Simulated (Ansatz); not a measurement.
Start from ZrO$_{2}$ (space group P4_2/nmc, No. 137).

```
ZrO2
1.0
    3.62082     0.00000     0.00000
    0.00000     3.62082     0.00000
    0.00000     0.00000     5.28425
Zr O
2 4
Direct
  0.00000   0.00000   0.00000
  0.50000   0.50000   0.50000
  0.00000   0.50000   0.19251
  0.00000   0.50000   0.69251
  0.50000   0.00000   0.30749
  0.50000   0.00000   0.80749
```

Cartesian axes are those of the cell as printed.

The values are results of DFT with PBE, PAW potentials and a 420 eV plane-wave cutoff in Ansatz (an electronic-structure program), spin-orbit coupling left out, earlier PAW set, not measurements.

Base values:

| Quantity | Result |
|---|---|
| Electron mass | 2.3 mₑ along c, 0.61 mₑ across (at Γ) |
| Smallest direct gap | 4.14 eV |
| Band gap | 4.04 eV |
| Pressure | 0.0 kbar |
| Gap character | indirect, k = (0.222, 0.222, 0) in the run's primitive reciprocal basis → Γ |

Modification: compressive biaxial strain of 0.68 % in the plane normal to [001], as in epitaxy on a mismatched substrate; the out-of-plane cell vector and the atoms relax.

Q: Estimate the effect on the electron mass, smallest direct gap, out-of-plane strain, band gap, pressure and gap character.

A: The electron mass goes from 2.3 mₑ along c, 0.61 mₑ across (at Γ) to 2.3 mₑ out of plane, 0.63 mₑ in plane (at Γ); the smallest direct gap increases by 0.05 eV to 4.19 eV; the out-of-plane strain is +0.31 %; the band gap rises by 0.08 eV, from 4.04 eV to 4.12 eV; the pressure (mean of the normal stresses, compression positive) goes from zero to 24.2 kbar; the gap character goes from indirect, k = (0.222, 0.222, 0) in the run's primitive reciprocal basis → Γ to indirect, Z → Γ.

Masses are band curvatures over ±0.01 Å⁻¹ around the edge. Stability against distortions was not tested. This is not the structure that ZrO2 has at room temperature and ambient pressure.
